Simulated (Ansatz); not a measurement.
Data:

```xyz
2
Lattice="0.0000 2.1109 2.0910 2.1109 0.0000 2.0910 2.1109 2.1109 0.0000" Properties=species:S:1:pos:R:3 pbc="T T T"
Mg     0.0000     0.0000     0.0000
O      2.1109     2.1109     2.0910
```

All values below come from PBEsol, rigid bands (plane waves, PAW, scalar-relativistic; Ansatz, a quantum-chemistry and plane-wave program). Condition of this run: uniaxial stress zz = 2 GPa (compression positive) (the target of the relaxation). How the cell was made: cell and atoms relaxed with PBEsol, then loaded as said.

Task: Predict the electron conductivity mass (n e² τ/σ) at 300 K, by direction if it differs.

Result: 0.35 (x), 0.35 (y), 0.36 (z) mₑ.

Task: What conductivity effective mass do dilute holes have at 300 K?

Result: 2.3 (x), 2.3 (y), 2.2 (z) mₑ.

Task: And the band gap?

Result: 4.65 eV at this level; semilocal functionals usually fall short of the measured gap.

Rigid bands, one relaxation time for all states, no polarons. Spin-orbit coupling is left out.
